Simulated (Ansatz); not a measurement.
**Several settings converged on a (100) slab of LaBi (cut from a parent of space group no. 225; 8 atoms in the cell)**

```
BiLa
1.0
    4.73515     0.00000     0.00000
   -4.73515     4.73515     0.00000
    0.00000     0.00000    24.04480
Bi La
4 4
Direct
  0.00000   0.00000   0.43038
  0.00000   0.50000   0.29112
  0.00000   0.00000   0.70888
  0.00000   0.50000   0.56963
  0.00000   0.00000   0.29112
  0.00000   0.50000   0.43038
  0.00000   0.00000   0.56963
  0.00000   0.50000   0.70888
```

Base method: PBEsol, default PAW files made with PBE (plane waves; Ansatz, a first-principles code).

Base settings: basis.ecutwfc = 420 eV; kpoints.mp_grid.grid = 5 5 1; hamiltonian.xc = pbesol; hamiltonian.pseudopotentials = {kind: paw} (the program's default PAW files); scf.occupations.method = gaussian; scf.occupations.width = 0.1 eV.

The count of work is k-points × plane waves × bands × iterations; it is no time. Core times come from one kind of shared machine, to one figure; runs under 30 s give none.

**The vacuum**

The mesh stays at the base's, so the ladder's end is converged at best in this setting alone.

Only quantities that move along the ladder and can be compared are tabulated.

```csv
vacuum between outermost atoms (Å),free energy less the last step's (meV/atom),largest difference of a force vector from the last step's (eV/Å),count of work / last
3.0,-146.05,1.247,0.28
4.0,-104.66,0.797,0.39
5.0,-24.64,0.279,0.38
6.0,-2.51,0.045,0.40
7.0,0.68,0.013,0.43
8.0,0.56,0.007,0.45
10.0,0.11,0.002,0.50
12.0,0.02,0.000,0.55
14.0,0.00,0.000,0.60
17.0,0.00,0.000,0.68
20.0,0.00,0.000,0.75
25.0,0.00,0.000,0.87
30.0,0.00,0.000,1.0
```

Smallest vacuum between outermost atoms (Å) that holds the forces within 0.01 eV/Å of the last step, with all finer ones: 8.0, at 0.45 of the last step's count of work; the step before is off by 0.013 eV/Å.

Smallest vacuum between outermost atoms (Å) that holds the free energy within 1 meV/atom of the last step, with all finer ones: 7.0, at 0.43 of the last step's count of work; the step before is off by 2.5 meV/atom.

**The plane-wave cutoff**

The mesh stays at the base's, so the ladder's end is converged at best in this setting alone.

Only quantities that move along the ladder and can be compared are tabulated.

```csv
basis.ecutwfc,free energy less the last step's (meV/atom),largest difference of a force vector from the last step's (eV/Å),count of work / last
210 eV,3416.43,0.074,0.14
250 eV,680.86,0.018,0.16
295 eV,89.28,0.001,0.21
355 eV,3.62,0.001,0.28
420 eV,0.87,0.000,0.35
505 eV,0.21,0.000,0.47
630 eV,0.08,0.000,0.65
840 eV,0.00,0.000,1.0
```

Coarsest basis.ecutwfc that holds the forces within 0.02 eV/Å of the last step, with all finer ones: 250 eV, at 0.16 of the last step's count of work; the step before is off by 0.074 eV/Å.

Coarsest basis.ecutwfc that holds the free energy within 2 meV/atom of the last step, with all finer ones: 420 eV, at 0.35 of the last step's count of work; the step before is off by 3.6 meV/atom.

**The depth of the relaxed slab**

On a (100) slab of LaBi (cut from a parent of space group no. 225; 4 atoms in the cell), and deeper slabs.

In this ladder: relax = atoms; relax.f_tol = 0.02 eV/Å.

Surface energy = (E_slab − N e_bulk)/2A, with e_bulk from the bulk crystal on its finest mesh (165 k-points); errors per atom of slab and bulk, whose meshes differ, grow with N.

The mesh stays at the base's, so the ladder's end is converged at best in this setting alone.

Only quantities that move along the ladder and can be compared are tabulated.

```csv
atoms,surface energy (J/m²),relaxation steps,core time / last (rough)
4,0.541,4,–
12,0.522,4,0.3
16,0.511,4,0.4
20,0.500,5,1
```

Smallest size that holds the surface energy within 0.02 J/m²: not settled: the last two steps still differ by 0.011 J/m², over half the tolerance, so the ladder does not show it.

On the base run: the starting cell comes from a database of computed structures (which also holds hypothetical and non-ambient phases and stackings), without a prior relaxation at this level. The slab is cut from that crystal, and its faces are unrelaxed. Its lattice was rescaled by up to half a per cent.

Keys are those of Ansatz 0.2.
